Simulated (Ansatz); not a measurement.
A. AlAs (zinc blende, F-43m)
B. zinc blende GaAs
C. zinc blende CuI
D. zinc blende CuCl

Unless called populations, κ holds the coherence term between modes besides the Boltzmann populations.

**Question.** Rank these crystals by direction-averaged lattice thermal conductivity at 300 K, highest first (the phonon Boltzmann equation with three-phonon and isotope scattering, PBEsol in Ansatz, a first-principles code).

**Answer.** A (84 W/(m K)), B (41 W/(m K)), C (12 W/(m K)), D (2.6 W/(m K))

 Spin-orbit coupling is not included.

The result is for a perfect infinite crystal and omits four-phonon processes.

The PAW data sets were generated under PBE and serve the other functionals too.
